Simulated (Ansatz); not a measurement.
For rock-salt LaTe, LDA (plane waves, PAW; Ansatz, a quantum-chemistry and plane-wave program) gives:

| Property | Value |
|---|---|
| lattice constant a | 6.345 Å |
| bulk modulus | 65.8 GPa |

Question: What does PBEsol (PAW; Ansatz) give for the same quantities?

Answer: 
- lattice constant a: 6.391 Å (grows by 0.7 %)
- bulk modulus: 61.8 GPa (shrinks by 6.1 %)

Changes are worked out from the printed values.

Unless a cell is named, each level is at its own relaxed cell (LDA 31.93, PBEsol 32.64 Å³/atom).

Caveats: the bulk modulus is −V dP/dV from two relaxed cells at ±2 % in volume (LDA, PBEsol). Ansatz's density-functional and Hartree–Fock values are scalar-relativistic unless marked +SOC, with PAW data made under PBE.
